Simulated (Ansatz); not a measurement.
The parent structure is LiH in the rock salt structure (space group Fm-3m, No. 225; a = 4.005 Å). Axes: x, y, z lie along the cube axes.

Calculations: r2SCAN (Ansatz, a first-principles code, PAW, without spin-orbit coupling).

For the base:

```
Property                        Result
-----------------------------  -------
Band gap                       3.63 eV
Shortest interatomic distance  2.003 Å
```

It is then changed as follows: biaxial strain +1.90 %, plane normal [001], relaxed out of plane (Cartesian); in-plane vectors clamped, the third vector and the atoms free.

What happens to the band gap?

The band gap falls by 0.22 eV (3.63 eV → 3.41 eV).

How does this affect the shortest interatomic distance?

The shortest interatomic distance decreases by 0.012 Å (2.003 Å → 1.991 Å).

Whether these cells are dynamically stable was not tested.
